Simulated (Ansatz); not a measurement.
IrC (model structure, started from the WC type, P-6m2, No. 187, 2 atoms in the cell), treated with r²SCAN (Ansatz, a first-principles code, plane waves, PAW).

Settings: plane-wave cutoff 560 eV, 24×24×20 k mesh (along the axes of the cell as run), Fermi–Dirac smearing 0.05 eV, no spin polarisation, scalar-relativistic PAW data made under PBE.

Cell (relaxed at this level):

```xyz
2
Lattice="3.0307 0.0000 0.0000 -1.5153 2.6247 0.0000 0.0000 0.0000 2.6586" Properties=species:S:1:pos:R:3 pbc="T T T"
Ir     0.0000     0.0000     0.0000
C      1.5153     0.8749     1.3293
```

**Question.** Give the computed bulk modulus.

**Answer.** 
- bulk modulus = 339 GPa

Note: the run has no spin polarisation, so it can have missed a magnetic state; the bulk modulus is −V dP/dV from two relaxed cells at ±2 % in volume; the relaxation could raise the start's symmetry but not lower it, so the cell can be a saddle point.

Spin–orbit coupling is not included; it can open a gap where bands touch, and shift volumes and moduli.

It cost very roughly 14 core-minutes of CPU time.

A model structure was made by putting elements into a prototype or built by hand; it is no filed structure, need not be a known phase, and can be a saddle point held by its symmetry.
